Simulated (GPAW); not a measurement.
# Worked example: self-consistent single point of BaIn4 (I4/mmm, 5 atoms in the cell) in GPAW

Method of the run: PBEsol, GPAW PAW datasets PBEsol (made by gpaw-setup) (plane waves; GPAW 25.7.0).

The input file:

```python
from ase import Atoms
from ase.units import GPa
from gpaw import GPAW, PW

atoms = Atoms(['Ba', 'In', 'In', 'In', 'In'],
              cell=[[-2.573184, 2.573184, 6.173825],
                    [2.573184, -2.573184, 6.173825],
                    [2.573184, 2.573184, -6.173825]],
              scaled_positions=[[0.000000, 0.000000, 0.000000],
                                [0.750000, 0.250000, 0.500000],
                                [0.250000, 0.750000, 0.500000],
                                [0.617790, 0.617790, 0.000000],
                                [0.382210, 0.382210, 0.000000]],
              pbc=True)

calc = GPAW(mode=PW(600),
            xc='PBEsol',
            kpts=(5, 5, 5),
            occupations={'name': 'methfessel-paxton', 'width': 0.272, 'order': 0},
            nbands=-11,
            convergence={'forces': 0.001},
            symmetry={'symmorphic': False, 'tolerance': 0.0005},
            maxiter=150)

atoms.calc = calc

energy = atoms.get_potential_energy()
print('Energy (eV):', round(energy, 6))
forces = atoms.get_forces()
print('Forces (eV/Ang):')
print(forces.round(5))
stress = atoms.get_stress()
print('Stress (GPa, Voigt):', (stress / GPa).round(4))
```

Log, with long lists cut:

```
Input parameters:
  convergence: {forces: 0.001}
  kpts: [5 5 5]
  maxiter: 150
  mode: {ecut: 600.0,
         name: pw}
  nbands: -11
  occupations: {name: methfessel-paxton,
                order: 0,
                width: 0.272}
  symmetry: {symmorphic: False,
             tolerance: 0.0005}
  xc: PBEsol

species:
  Ba:
    name: Barium
    Z: 56.0
    valence: 10
    core: 46
    charge: 0.0
    file: Ba.PBEsol.gz

    # Using partial waves for Ba as LCAO basis

  In:
    name: Indium
    Z: 49.0
    valence: 13
    core: 36
    charge: 0.0
    file: In.PBEsol.gz

    # Using partial waves for In as LCAO basis

Reference energy: -860801.164918  # eV

Spin-paired calculation

Convergence criteria:
 Maximum [total energy] change in last 3 cyles: 0.0005 eV / valence electron
 Maximum integral of absolute [dens]ity change: 0.0001 electrons / valence electron
 Maximum integral of absolute [eigenst]ate change: 4e-08 eV^2 / valence electron
 Maximum change in the atomic [forces] across last 2 cycles: 0.001 eV/Ang OR
Maximum error relative to the maximum force is below inf
 Maximum number of scf [iter]ations: 150

Symmetries present (total): 16
Symmetries with fractional translations: 0
125 k-points: 5 x 5 x 5 Monkhorst-Pack grid
18 k-points in the irreducible part of the Brillouin zone
       k-points in crystal coordinates                weights
   0:     0.00000000    0.00000000    0.00000000          1/125
   1:     0.20000000   -0.20000000    0.00000000          4/125
   2:     0.20000000   -0.20000000    0.20000000          4/125
   [... 7 lines left out ...]
          ...
  17:     0.40000000    0.40000000    0.40000000          8/125

Wave functions: Plane wave expansion
  Cutoff energy: 600.000 eV
  Number of coefficients (min, max): 5440, 5481
  Pulay-stress correction: 0.000000 eV/Ang^3 (de/decut=0.000000)

Occupation numbers: Methfessel-Paxton:
  width: 0.2720  # eV
  order: 0

Eigensolver

Densities:
  Coarse grid: 42*42*42 grid
  Fine grid: 84*84*84 grid
  Total Charge: 0.000000

Density mixing:
  Method: separate
  Backend: pulay
  Linear mixing parameter: 0.05
  old densities: 5
  Damping of long wavelength oscillations: 50

Hamiltonian:
  XC and Coulomb potentials evaluated on a 84*84*84 grid
  External potential:
    NoExternalPotential

XC parameters: PBEsol with 2 nearest neighbor stencil

Number of atoms: 5
Number of atomic orbitals: 41
Number of bands in calculation: 42
Number of valence electrons: 62
Bands to converge: occupied

Density initialized from atomic densities
  41 bands from LCAO basis set
  1 band from random numbers

Atomic positions and initial magnetic moments

Positions:
   0 Ba     0.000000    0.000000    0.000000    ( 0.0000,  0.0000,  0.0000)
   1 In    -0.000000    2.573184    3.086912    ( 0.0000,  0.0000,  0.0000)
   2 In     2.573184    0.000000    3.086912    ( 0.0000,  0.0000,  0.0000)
   3 In    -0.000000    0.000000    7.628255    ( 0.0000,  0.0000,  0.0000)
   4 In    -0.000000    0.000000    4.719395    ( 0.0000,  0.0000,  0.0000)

Unit cell:
           periodic     x           y           z      points  spacing
  1. axis:    yes   -2.573184    2.573184    6.173825    42     0.1131
  2. axis:    yes    2.573184   -2.573184    6.173825    42     0.1131
  3. axis:    yes    2.573184    2.573184   -6.173825    42     0.0866

  Lengths:   7.166496   7.166496   7.166496
  Angles:  137.915353 137.915353  61.032664

Effective grid spacing dv^(1/3) = 0.1302

     iter     time        total  log10-change:
                         energy   eigst   dens  force
iter:   1 --:--:--   -16.955220
iter:   2 --:--:--   -17.019450   -1.12  -1.41
iter:   3 --:--:--   -16.814362   -1.94  -1.44
iter:   4 --:--:--   -16.841538   -2.37  -1.72
iter:   5 --:--:--   -16.799606   -3.23  -2.10
iter:   6 --:--:--   -16.799901   -4.37  -2.69
iter:   7 --:--:--   -16.798769c  -4.34  -2.84
iter:   8 --:--:--   -16.798446c  -4.83  -3.08
iter:   9 --:--:--   -16.798430c  -6.21  -3.20
iter:  10 --:--:--   -16.798420c  -5.97  -3.21
iter:  11 --:--:--   -16.798425c  -7.01  -3.22
iter:  12 --:--:--   -16.798427c  -5.57  -3.21
iter:  13 --:--:--   -16.798437c  -5.69  -3.32
iter:  14 --:--:--   -16.798426c  -6.72  -3.47
iter:  15 --:--:--   -16.798409c  -6.06  -3.49
iter:  16 --:--:--   -16.798387c  -6.09  -3.56
iter:  17 --:--:--   -16.798380c  -7.12  -3.92
iter:  18 --:--:--   -16.798379c  -8.44c -4.09c
iter:  19 --:--:--   -16.798378c  -8.35c -4.09c -2.59
iter:  20 --:--:--   -16.798378c  -7.07  -4.12c
iter:  21 --:--:--   -16.798381c  -7.54c -4.37c -1.84
iter:  22 --:--:--   -16.798381c  -8.94c -4.54c -3.46c

Converged after 22 iterations.

Dipole moment: (-0.000000, 0.000000, 0.000000) |e|*Ang

Energy contributions relative to reference atoms: (reference = -860801.164918)

Kinetic:        +28.243115
Potential:      -24.812856
External:        +0.000000
XC:             -20.849611
Entropy (-ST):   -0.056256
Local:           +0.649099
SIC:             +0.000000
--------------------------
Free energy:    -16.826509
Extrapolated:   -16.798381

Showing only first 2 kpts
 Kpt  Band  Eigenvalues  Occupancy
  0    29      4.35422    2.00000
  0    30      6.10676    1.30214
  0    31      6.70700    0.00628
  0    32      6.70701    0.00628

  1    29      5.07568    2.00000
  1    30      5.12567    2.00000
  1    31      6.74180    0.00357
  1    32      7.79206    0.00000

Fermi level: 6.18143

No gap
No difference between direct/indirect transitions
Energy (eV): -16.798381

Forces in eV/Ang:
  0 Ba    0.00000    0.00000    0.00000
  1 In    0.00000    0.00000    0.00000
  2 In    0.00000    0.00000    0.00000
  3 In    0.00000   -0.00000    0.06520
  4 In    0.00000   -0.00000   -0.06520

Stress tensor:
     0.023358     0.000000     0.000000
     0.000000     0.023358     0.000000
     0.000000     0.000000     0.020807
Stress (GPa, Voigt): [3.7424 3.7424 3.3337 0.     0.     0.    ]
```

The run converged in 22 iterations. GPAW prints stress with tension positive.

The starting cell comes from a database of computed structures (which also holds hypothetical and non-ambient phases and stackings), without a prior relaxation at this level. Its lattice was rescaled by a random factor within 2.5 % of one. With a pressure of about -4 GPa the cell is away from its equilibrium volume at this level.

Cost on one core of a shared machine: roughly 2 min.
